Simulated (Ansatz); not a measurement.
AlNi in the CsCl type structure (space group Pm-3m, No. 221; non-magnetic)

```
AlNi
1.0
    2.86217     0.00000     0.00000
    0.00000     2.86217     0.00000
    0.00000     0.00000     2.86217
Al Ni
1 1
Cartesian
  0.00000   0.00000   0.00000
  1.43109   1.43109   1.43109
```

Level of theory: PBEsol (Ansatz, a quantum-chemistry and plane-wave program; PAW; 420 eV plane waves; no spin-orbit coupling). k-mesh 16×16×16 (Γ-centred); smearing 0.05 eV (Fermi–Dirac).

| Property | Result |
|---|---|
| Volume per atom | 11.72 Å³ |
| Density | 6.07 g/cm³ |
| Band gap | zero |
| Total energy | -3165.432 eV/atom (σ→0; compares only within this code and set-up) |

Stability against distortions was not tested. Starting moments died away, wholly or in part, for the base; another magnetic solution may exist. All final runs are without spin polarisation.
